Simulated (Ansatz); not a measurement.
```
CELL_PARAMETERS angstrom
      2.69188     0.00000     0.00000
     -1.34594     2.33123     0.00000
      0.00000     0.00000     4.19429
ATOMIC_POSITIONS crystal
  Ru 0.33333 0.66667 0.75000
  Ru 0.66667 0.33333 0.25000
```

No spin polarisation.

The values are results of Ansatz (a quantum-chemistry and plane-wave program) PBEsol, no spin-orbit coupling, not measurements. Γ-centred 20×20×11 mesh, Fermi–Dirac width 0.05 eV.

### Question
Estimate the pressure (mean of the normal stresses, compression positive).

### Answer
4.6 GPa.

### Question
Predict the band gap.

### Answer
Zero.

### Question
Predict the space group.

### Answer
P6_3/mmc (No. 194).

The cells carry an imposed strain or load. No phonon test of stability was made. The final runs are not spin-polarised. The cell was made from Ru in the hcp (Mg type) structure (space group P6_3/mmc, No. 194) by this change: uniaxial strain ε_zz = −1.21 %.
